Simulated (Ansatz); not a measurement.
Worked example: self-consistent single point of Tc (P-3m1, 2 atoms in the cell) in Ansatz (a quantum-chemistry and plane-wave program).

Method: PBEsol, default PAW files made with PBE (plane waves; Ansatz).

```
CELL_PARAMETERS angstrom
      1.36315    -2.36104     0.00000
      1.36315     2.36104     0.00000
      0.00000     0.00000     4.36805
ATOMIC_POSITIONS crystal
  Tc 0.33333 0.66667 0.26145
  Tc 0.66667 0.33333 0.75000
```

Reference input (self-consistent single point, DFT, PBEsol, plane waves, default PAW files made with PBE): basis.ecutwfc = 500 eV; kpoints.mp_grid.grid = 14 14 8; hamiltonian.xc = pbesol; hamiltonian.pseudopotentials = {kind: paw} (the program's default PAW files); scf.occupations.method = gaussian; scf.occupations.width = 0.1 eV. This run's input differs from it in these lines:

Ansatz 0.2 input:
```diff
@@ -9,3 +9,3 @@
 basis:
-  ecutwfc: 500.0
+  ecutwfc: 225.0
 kpoints:
```

Output (repeated stretches shortened):

```
SCF iter   1: F=—  HF=-10654.472574 eV  |F-HF|=—  |Δ(HF+E_count)|=         —  Δρ=1.96e-1  dr2=7.58e0  ethr=3.10e-3  ⟨swp⟩=4.3  Hψ=13722  notcnv=0
all-band conjugate gradients solve this SCF's bands
preconditioner: auto → none
SCF iter   2: F=—  HF=-10651.853604 eV  |F-HF|=—  |Δ(HF+E_count)|=    2.62e0  Δρ=1.04e-1  dr2=2.19e0  ethr=3.10e-3  ⟨swp⟩=2.0  Hψ=7716  notcnv=0  defer=12
   [... lines left out ...]
SCF iter   4: F=—  HF=-10650.800846 eV  |F-HF|=—  |Δ(HF+E_count)|=   1.63e-3  Δρ=2.76e-3  dr2=8.22e-3  ethr=1.40e-5  ⟨swp⟩=2.2  Hψ=5894  notcnv=0  defer=12
SCF iter   5: F=—  HF=-10650.798739 eV  |F-HF|=—  |Δ(HF+E_count)|=   2.11e-3  Δρ=5.69e-4  dr2=3.46e-5  ethr=1.40e-5  ⟨swp⟩=2.0  Hψ=4570  notcnv=0  defer=12
SCF iter   6: F=—  HF=-10650.798722 eV  |F-HF|=—  |Δ(HF+E_count)|=   1.65e-5  Δρ=1.38e-4  dr2=1.09e-6  ethr=1.15e-7  ⟨swp⟩=2.0  Hψ=5735  notcnv=0  defer=12
SCF iter   7: F=-10650.798723 eV  HF=-10650.798723 eV  |F-HF|=4.79e-8  |Δ(HF+E_count)|=   3.76e-7  Δρ=2.12e-5  dr2=7.71e-8  ethr=3.33e-10  ⟨swp⟩=5.4  Hψ=13108  notcnv=0
SCF 1 converged in 7 iterations: F = -10650.798723 eV  dr2 = 7.71e-8
Free energy (F): -10650.798723 eV
Internal energy: -10650.789726 eV  (E = F + TS)
E sigma→0 (E₀):  -10650.794224 eV
Entropy (-TS):   -0.008996 eV (-4.498 meV/atom)
Fermi energy:    23.252312 eV
--- Forces (eV/Å), atoms counted from 1 ---
  atom   1  Tc    -0.00000000     0.00000000    -0.65363238
  atom   2  Tc     0.00000000     0.00000000     0.65363238
--- Stress (GPa, compression-positive) ---
       58.029420       0.000000       0.000000
        0.000000      58.029420      -0.000000
        0.000000       0.000000      64.706870
  P = ⅓ Tr σ = 60.2552 GPa (602.552 kbar)
  The stress holds the Pulay correction. Without it, at fixed plane waves, as pw.x and ABINIT print it: P = -538.2368 GPa
```

The run converged in 7 iterations. Against the reference run the free energy rises by 12.3 eV/atom, the pressure goes from -0.97 to 60.26 GPa and the largest force goes from 0.094 to 0.654 eV/Å.

The starting cell has typed, rounded lattice constants, without a prior relaxation at this level. Its lattice was rescaled by up to half a per cent. One atom was moved a little off its site on purpose. Spin polarisation is off. Ansatz's pressure includes its estimate of the finite-basis (Pulay) stress. Without the estimate this run gives -538.24 GPa. The cutoff lies below the one recommended for these files.
